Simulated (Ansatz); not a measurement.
For HgTe (P3₁21, No. 152, 6 atoms in the cell; start mp-358; a measured phase of this formula has another space group), PBEsol (Ansatz, an electronic-structure program, plane waves, PAW) gives:

| Item | Result |
|---|---|
| lattice parameter a | 4.513 Å |
| lattice parameter c | 10.155 Å |
| bulk modulus B0 | 30.5 GPa |
| cohesive energy | 1.80 eV/atom |
| band gap | 0.34 eV |

### Question
What does r²SCAN in Ansatz (PAW) give for the same quantities?

### Answer

- lattice constant a: 4.679 Å (grows by 3.7 %)
- lattice parameter c: 10.386 Å (increases by 2.3 %)
- bulk modulus: 13.4 GPa (decreases by 56 %)
- cohesive energy: 1.53 eV/atom (shrinks by 0.27 eV/atom)
- band gap: 0.97 eV (goes up by 0.63 eV)

Changes are worked out from the printed values.

Unless a cell is named, each level is at its own relaxed cell (PBEsol 29.86, r²SCAN 32.81 Å³/atom).

Levels without +SOC leave out spin–orbit coupling, which shifts energies and cells of such heavy elements.

Spin–orbit coupling is included only where a level's name says +SOC; with heavier elements it mostly lowers gaps and can invert bands. Density-functional gaps are differences of (generalised) Kohn–Sham levels.

Caveats: the bulk modulus is −V dP/dV from two relaxed cells at ±2 % in volume (PBEsol, r²SCAN); the relaxation could not lower the start's symmetry, so the cell can be a saddle point above a distorted one (PBEsol, r²SCAN). Ansatz's density-functional and Hartree–Fock values are scalar-relativistic unless marked +SOC, with PAW data made under PBE.

A start named mp-… is a Materials Project structure, which need not be a measured phase.
